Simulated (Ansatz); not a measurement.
Consider a 12-atom supercell of WSe2 in the 2H-MoS2 type structure (space group P6_3/mmc, No. 194; a = 3.2791 Å, c = 12.7861 Å; layered, stacked along the Cartesian z axis) at its relaxed geometry.

All numbers come from plane-wave PAW DFT at the PBE-D3(BJ) level (Ansatz, an electronic-structure program, 420 eV), without spin-orbit coupling.

One neutral defect a cell, atoms relaxed at fixed cell.

One change was made to it. Results:

| quantity | base | after |
|---|---|---|
| largest displacement of a host atom from its site in the perfect cell | – | 0.26 Å |
| pressure | 0.0 GPa | -1.8 GPa |

Task: Name the change that was made.
A) Se on a W site (antisite)
B) Mo on a Se site
C) W vacancy, symmetric start

Result: B, Mo on a Se site. For comparison, the pressure in the other runs: Se on a W site (antisite) gives 3.4 GPa; W vacancy, symmetric start gives -1.2 GPa.

The magnetic state is the one reached from the starting moments; the real material's order can differ, and small cells can't hold many antiferromagnetic ones. The cell is small, so the values are those of an ordered compound at a high defect concentration; dilute-limit values will differ. A case with no gap was solved on a k-mesh chosen for an insulator, which is coarse for it. Defects with a symmetric start kept the site's symmetry and may sit on a saddle; the others started slightly shaken. Starting moments died away, wholly or in part, for Mo on a Se site, Se on a W site (antisite) and W vacancy; another magnetic solution may exist. The program warned that a D3 coordination switch lies within reach, so dispersion energies are less smooth here.
